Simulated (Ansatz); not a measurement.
SiS2 under a change: holes 1.0×10^22 cm⁻³

Consider SiS2 (space group Ibam, No. 72; a = 5.803 Å, b = 9.892 Å, c = 5.546 Å; made of chains).

It is then changed as follows: 1.59 holes added to each cell, a density of 1.0×10^22 cm⁻³, with a uniform compensating background at fixed cell and a 300 K Fermi–Dirac width.

The values are results of Ansatz (a first-principles code), r2SCAN, PAW, cutoff 500 eV, no spin-orbit coupling, not measurements. Settings: 12×12×12 k-points, 0.0259 eV Fermi–Dirac smearing.

```csv
quantity,base,changed,shift
gap between the host's bands,3.31 eV,3.69 eV,+0.38 eV
Fermi level relative to the doped band's edge (positive inside the band; to 0.05 eV),–,+0.60 eV,–
```

Final structure:

```
SiS2
1.0
   -2.90154     4.94591     2.77276
    2.90154    -4.94591     2.77276
    2.90154     4.94591    -2.77276
S Si
4 2
Cartesian
  1.72958   3.79781   2.77276
  1.17195  -1.14810   2.77276
  1.72958   6.09401   0.00000
  1.17195   1.14810   0.00000
  0.00000   0.00000   4.15913
  0.00000   0.00000   1.38638
```
Cell charge +1.59165.

Carriers are added with a uniform compensating background; total energy and stress of such cells depend on the potential's zero and are not compared; many-body gap narrowing is missing at this level. No phonon test of stability was made. No dispersion term is included, though the crystal is made of layers, chains or molecules, so its spacings can come out too wide.
